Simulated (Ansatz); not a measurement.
Consider PbSe in the rock salt structure (space group Fm-3m, No. 225; a = 6.041 Å).

Level of theory: DFT with LDA, PAW potentials and a 420 eV plane-wave cutoff in Ansatz (a program for electronic structure), no spin-orbit coupling.

Before the change:

| Item | Result |
|---|---|
| Lattice parameter a | 6.041 Å |

One thing is altered: cell and atoms relaxed at a pressure of 9 GPa.

Q: Estimate the effect on the lattice parameter a.

A: The lattice parameter a falls by 0.2355 Å to 5.805 Å.

Load acts through the strain it causes; cell and atoms are relaxed under it. No phonon test of stability was made. Competing high-pressure phases were not computed. The final runs are not spin-polarised.
